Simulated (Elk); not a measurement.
```
Mg(CoO2)2
1.0
    3.01590     0.00000     0.00000
   -1.50795     2.61185     0.00000
    0.00000     0.00000     9.88090
Mg Co O
1 2 4
Direct
  0.00000   0.00000   0.50000
  0.00000   0.00000   0.23237
  0.00000   0.00000   0.76763
  0.33333   0.66667   0.62461
  0.66667   0.33333   0.37539
  0.33333   0.66667   0.15174
  0.66667   0.33333   0.84826
```
Moments meant for the start (each program seeds them in its own way; μB, in the order of the atoms Mg Co Co O O O O): 0.0 3.0 3.0 0.0 0.0 0.0 0.0.

Method: PBEsol+U, all-electron FP-LAPW, Elk's shipped species files, default APW+lo basis (Elk).

The set-up and first iterations of an Elk log for MgCo2O4 (P-3m1, 7 atoms in the cell):

```
│ Elk code version 10.2.4 │

All units are atomic (Hartree, Bohr, etc.)

│ Ground-state run starting from atomic densities │

Lattice vectors :
   5.699225003      0.3900000000E-08   0.000000000
  -2.849612505       4.935673632       0.000000000
   0.000000000       0.000000000       18.67219486

Unit cell volume      :    525.2397777
Brillouin zone volume :   0.4722609063

Muffin-tin inner radius fraction :   0.1000000000E-01

Nuclei treated as point charges

Species :    1 (Mg)
 parameters loaded from : Mg.in
 name : magnesium
 nuclear charge    :   -12.00000000
 electronic charge :    12.00000000
 atomic mass :    44305.30462
 muffin-tin radius :    2.200000000
 number of radial points in muffin-tin :    397
 atomic positions (lattice), magnetic fields (Cartesian) :
   1 :   0.00000000  0.00000000  0.00000000    0.00000000  0.00000000  0.00000000

Species :    2 (Co)
 parameters loaded from : Co.in
 name : cobalt
   [... lines left out ...]
Maximum |G| for potential and density :    12.00000000
 potential will be trimmed for |G| > 2 gkmax
Constant for pseudocharge density :    7
Radial integration step length :    4

G-vector grid sizes :     24    24    72
Number of G-vectors :    15251

Maximum angular momentum used for
 APW functions                      :    8
 outer part of muffin-tin           :    6
 inner part of muffin-tin           :    1

Total nuclear charge    :   -98.00000000
Total core charge       :    34.00000000
Total valence charge    :    64.00000000
Total excess charge     :    0.000000000
Total electronic charge :    98.00000000

Effective Wigner radius, rₛ :    1.085627847

Number of empty states         :   56
Total number of valence states :  176
Total number of core states    :   34

Total number of local-orbitals :   62

Exchange-correlation functional :     22     0     0
 PBEsol, Phys. Rev. Lett. 100, 136406 (2008)
 gradient requirement :    1
 generalised gradient approximation (GGA)

DFT+U calculation
 fully localised limit (FLL)
 see Phys. Rev. B 52, R5467 (1995)
 species :    2 (Co), l =  2, U =   0.29399500, J =   0.00000000

Smearing type :    0
 Gaussian
Smearing width :   0.4997910000E-02
Effective electronic temperature (K) :    1578.215154

Mixing type :    3
 Broyden mixing, J. Phys. A: Math. Gen. 17, L317 (1984)

Kohn-Sham potential initialised from atomic data
│ Self-consistent loop started │
│ Loop number : 1 │
 total energy                :     -3271.42337150
 total moment                :    8.001346016
│ Loop number : 2 │
 total energy                :     -3272.27020261
 total moment                :    8.001136750
RMS change in Kohn-Sham potential (target) :    1.934282150     (  0.1000000000E-05)
Absolute change in total energy (target)   :   0.8468311106     (  0.1000000000E-03)
│ Loop number : 3 │
 total energy                :     -3273.66114856
 total moment                :    8.001106065
RMS change in Kohn-Sham potential (target) :    1.926910970     (  0.1000000000E-05)
Absolute change in total energy (target)   :    1.602653729     (  0.1000000000E-03)
│ Loop number : 4 │
 total energy                :     -3273.35938659
 total moment                :    8.001098635
RMS change in Kohn-Sham potential (target) :    1.912502091     (  0.1000000000E-05)
Absolute change in total energy (target)   :   0.9890146212E-01 (  0.1000000000E-03)
│ Loop number : 5 │
 total energy                :     -3285.65475796
 total moment                :    6.179190599
RMS change in Kohn-Sham potential (target) :    1.566436960     (  0.1000000000E-05)
Absolute change in total energy (target)   :    12.32009674     (  0.1000000000E-03)
│ Loop number : 6 │
 total energy                :     -3294.89670977
 total moment                :    3.927699909
RMS change in Kohn-Sham potential (target) :    1.082145200     (  0.1000000000E-05)
   [... lines left out ...]
```

Q: Will this run converge, and how will it end?

A: The run converged in 45 iterations. Convergence of the loop says nothing yet on basis, mesh or lower states. It ends on: total energy -89369.7828 eV; Fermi level (on the code's own zero) 3.45 eV; size of the cell's spin moment 4.00 μB; site moments (μB, in the program's spheres or projections) Mg 0.00, Co 2.43, Co 2.43, O -0.07, O -0.07, O -0.37, O -0.37; Hubbard energy 47.031 eV. The log goes on:

```
 total moment                :    3.999751707
RMS change in Kohn-Sham potential (target) :   0.2858882038E-03 (  0.1000000000E-05)
   [... lines left out ...]
Absolute change in total energy (target)   :   0.1825273557E-04 (  0.1000000000E-03)
│ Loop number : 43 │
 total energy                :     -3284.27890165
 total moment                :    3.999751972
RMS change in Kohn-Sham potential (target) :   0.6634780439E-06 (  0.1000000000E-05)
Absolute change in total energy (target)   :   0.1103031500E-03 (  0.1000000000E-03)
│ Loop number : 44 │
 total energy                :     -3284.27895189
 total moment                :    3.999751970
RMS change in Kohn-Sham potential (target) :   0.3115181232E-06 (  0.1000000000E-05)
Absolute change in total energy (target)   :   0.2266145248E-04 (  0.1000000000E-03)
Convergence targets achieved

│ Loop number : 45 │

Energies :
 Fermi                       :     0.126801418330
 xc effective B-field        :    -0.337194635184
 external B-field            :      0.00000000000
 DFT+U                       :      1.72834918968
 total energy                :     -3284.27894250
 (external B-field energy excluded from total)

Density of states at Fermi energy :    108.6738279
 (states/Hartree/unit cell)

Estimated indirect band gap :   0.4176685482E-03
 from k-point     13 to k-point     20
Estimated direct band gap   :   0.3709142728E-02
 at k-point     10

Charges :
 core                        :    34.00000000
 valence                     :    64.00000000
 interstitial                :    9.590152513
 muffin-tins (core leakage)
  species :    1 (Mg)
   atom    1                 :    10.66619382     ( -0.4440892099E-15)
  species :    2 (Co)
   atom    1                 :    25.12811045     (  0.3007920010E-02)
   [... lines left out ...]
   atom    1                 :   0.3853058966E-02
  species :    2 (Co)
   atom    1                 :    2.431694033
   atom    2                 :    2.431694033
  species :    3 (O)
   atom    1                 :  -0.7453432314E-01
   atom    2                 :  -0.7453432314E-01
   atom    3                 :  -0.3666273839
   atom    4                 :  -0.3666273839
 total in muffin-tins        :    3.984917711
 total moment                :    3.999751968

│ Self-consistent loop stopped │
```

For comparison: a first run (DFT, PBEsol, all-electron FP-LAPW, Elk's shipped species files, default APW+lo basis) was changed to give this one (dft+u: default → [[1, 1], [2, 2, 0.293995, 0.0]] Ha), and from it to this one the size of the net moment goes from 0.00 to 0.57 μB/atom.

The starting cell comes from a database of computed structures (which also holds hypothetical and non-ambient phases and stackings), without a prior relaxation at this level. The magnetic order is the one reached from the typed start; others were not searched systematically. With U or open f shells several self-consistent states can exist. Values depend on the basis (sphere radii, cutoffs, local orbitals), which need not be converged. The log's line on a gap gives a spacing of levels on this mesh, which the program prints for metals too.

The run was DFT, PBEsol+U, all-electron FP-LAPW, Elk's shipped species files, default APW+lo basis. Main settings of its input:

- xctype = 22
- spinpol = true
- stype = 0
- swidth = 0.00499791 Ha
- dft+u = [[1, 1], [2, 2, 0.293995, 0.0]] Ha
- ngridk = 8 8 2
- reducebf = 0.7
- nempty = 8 per atom
- maxscl = 100
